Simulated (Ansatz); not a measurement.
We consider β-phase InSe (model structure), described by r²SCAN (Ansatz, a program for electronic structure, plane waves, PAW).

Rigid layers of the crystal as relaxed at this level are moved apart or together:

```
run  layer repeat (Å)  energy against free layers (meV/Å²)  gap on the mesh (eV)
---  ----------------  -----------------------------------  --------------------
1                8.02                                 3.41                 0.551
2                8.17                                -0.14                 0.603
3                8.32                                -2.25                 0.684
4                8.52                                -3.59                 0.813
5                8.82                                -3.86                 1.018
6                9.32                                -2.71                 1.319
7               10.32                                -0.74                 1.680
8               12.32                                -0.03                 1.881
```

The lowest energy of these points lies at a layer repeat of 8.82 Å.

Spin–orbit coupling is not included.

A model structure was made by putting elements into a prototype or built by hand; it is no filed structure, need not be a known phase, and can be a saddle point held by its symmetry.
